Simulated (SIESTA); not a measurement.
SIESTA run on SnSb (Fm-3m, 2 atoms in the cell): self-consistent single point.

Method: SIESTA 5.4.2 with LDA PW92, numerical atomic orbitals DZP, PseudoDojo LDA standard norm-conserving potentials (rewritten from UPF to PSML).

```xyz
2
Lattice="0.0000 3.0693 3.0693 3.0693 0.0000 3.0693 3.0693 3.0693 0.0000" Properties=species:S:1:pos:R:3 pbc="T T T"
Sn     3.0693     3.0693     3.0693
Sb     0.0000     0.0000     0.0000
```

Reference input (self-consistent single point, DFT, GGA PBEsol, numerical atomic orbitals DZP, PseudoDojo PBEsol standard norm-conserving potentials (rewritten from UPF to PSML)): XC.functional = GGA; XC.authors = PBEsol; potentials = PseudoDojo PBEsol standard; PAO.BasisSize = DZP; PAO.EnergyShift = 0.01 Ry; MeshCutoff = 300 Ry; kgrid.MonkhorstPack = 12 12 12; OccupationFunction = FD; ElectronicTemperature = 100 meV; MaxSCFIterations = 150; SCF.Mixer.Method = Pulay; SCF.Mixer.Weight = 0.25. This run's input differs from it in these lines:

```diff
@@ -1,2 +1,2 @@
-# files in the folder: Sn.psml Sb.psml (PseudoDojo PBEsol standard)
+# files in the folder: Sn.psml Sb.psml (PseudoDojo LDA standard)
 SystemName  SnSb
@@ -22,4 +22,4 @@
 
-XC.functional                GGA
-XC.authors                   PBEsol
+XC.functional                LDA
+XC.authors                   PW92
 PAO.BasisSize                DZP
```

Log, with long lists cut:

```
        iscf     Eharris(eV)        E_KS(eV)     FreeEng(eV)     dDmax    Ef(eV) dHmax(eV)
   scf:    1    -4605.461543    -4604.356751    -4604.387867  0.934883 -3.545092  3.193852
   scf:    2    -4604.598403    -4604.481643    -4604.513944  0.051952 -3.628027  2.006961
   scf:    3    -4604.633649    -4604.569035    -4604.602990  0.096282 -3.785342  0.195698
   scf:    4    -4604.570515    -4604.569964    -4604.603677  0.004064 -3.794267  0.024850
   scf:    5    -4604.569954    -4604.569968    -4604.603656  0.003146 -3.786247  0.038605
   scf:    6    -4604.569977    -4604.569976    -4604.603690  0.001752 -3.788707  0.003317
   scf:    7    -4604.569974    -4604.569975    -4604.603690  0.000172 -3.788912  0.000128
   scf:    8    -4604.569976    -4604.569975    -4604.603690  0.000006 -3.788921  0.000053
SCF Convergence by DM+H criterion
max |DM_out - DM_in|         :     0.0000062984
max |H_out - H_in|      (eV) :     0.0000525209
SCF cycle converged after 8 iterations

Using DM_out to compute the final energy and forces

siesta: E_KS(eV) =            -4604.5700

siesta: E_KS - E_eggbox =     -4604.5700

siesta: Atomic forces (eV/Ang):
     1    0.000000    0.000000    0.000000
     2   -0.000000   -0.000000   -0.000000
   Tot    0.000000    0.000000    0.000000
   Max    0.000000
   Res    0.000000    sqrt( Sum f_i^2 / 3N )
   Max    0.000000    constrained

Stress tensor Voigt[x,y,z,yz,xz,xy] (kbar):       18.30       18.30       18.30        0.00        0.00       -0.00
(Free)E + p*V (eV/cell)    -4605.2642
Target enthalpy (eV/cell)    -4604.6037

siesta: Program's energy decomposition (eV):
siesta: FreeEng =     -4604.603690

   [... lines left out ...]
siesta: Cell volume =         57.829876 Ang**3
siesta:         -18.29915576        -18.29915948  kBar
   [... lines left out ...]
               5dxz    5dx2-y2
   2 14.812   1.397   0.202   0.702   0.702   0.702   0.213   0.213   0.213
              2.010   2.010   2.004   2.010   2.004   0.039   0.039   0.158

              0.039   0.158

mulliken: Qtot =       29.000

Mulliken Atomic Populations:
Atom #   charge [q] valence [e]  Species
     1    -0.187529   14.187529  Sn
     2     0.187529   14.812471  Sb
 Total     0.000000
```

The run converged in 8 iterations. Against the reference run the pressure goes from -0.52 to -1.83 GPa.

The starting cell comes from a database of computed structures (which also holds hypothetical and non-ambient phases and stackings), without a prior relaxation at this level. Values carry the incompleteness of an atom-centred basis.
